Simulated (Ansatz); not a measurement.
Consider the following.

```yaml
crystal:
  lattice:
    - [0.00000, 2.73748, 2.73748]
    - [2.73748, 0.00000, 2.73748]
    - [2.73748, 2.73748, 0.00000]
  atoms:
    - { symbol: K, position: [0.00000, 0.00000, 0.00000] }
    - { symbol: F, position: [0.50000, 0.50000, 0.50000] }
```

No spin polarisation.

Calculations: Kohn–Sham DFT with the PBE functional, run in Ansatz (a first-principles code) with PAW and 420 eV plane waves, no spin-orbit coupling. Settings: 11×11×11 k-points, 0.05 eV Fermi–Dirac smearing.

What is the computed electron mass?

0.55 mₑ (at Γ).

Estimate the gap character.

Direct at Γ.

Predict the pressure.

-0.80 GPa.

What is the computed band gap?

5.81 eV.

The cells carry an imposed strain or load. Masses are band curvatures over ±0.01 Å⁻¹ around the edge. Whether these cells are dynamically stable was not tested. The cell was made from KF in the rock salt structure (space group Fm-3m, No. 225) by this change: isotropic strain +1.00 %.
